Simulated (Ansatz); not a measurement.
BaAl4 (I4/mmm, No. 139)

All values below come from rVV10 (Ansatz, a quantum-chemistry and plane-wave program, PAW).

Run with plane-wave cutoff 520 eV, 18×18×18 k mesh, Fermi–Dirac smearing 0.05 eV, scalar-relativistic PAW data made under PBE.

Cell (relaxed at this level):

Space group I4/mmm (No. 139); a = b = 4.578 Å, c = 11.323 Å, α = β = γ = 90.00°

| atom | site | symmetry | x | y | z |
|---|---|---|---|---|---|
| Ba | 2a | 4/mmm | 0.0000 | 0.0000 | 0.0000 |
| Al | 4d | -4m2 | 0.0000 | 0.5000 | 0.2500 |
| Al | 4e | 4mm | 0.0000 | 0.0000 | 0.3809 |
(The calculation used a cell of 5 atoms; values per cell refer to that cell.)

| Quantity | Value |
|---|---|
| bulk modulus | 50.2 GPa |
| band gap | none |
| pressure derivative B′ of the bulk modulus | 4.4 |

Note: the bulk modulus comes from volumes at which shape and atoms were relaxed.

Spin–orbit coupling is not included.

Computed values are for the static lattice.

The result took very roughly 22 core-minutes.
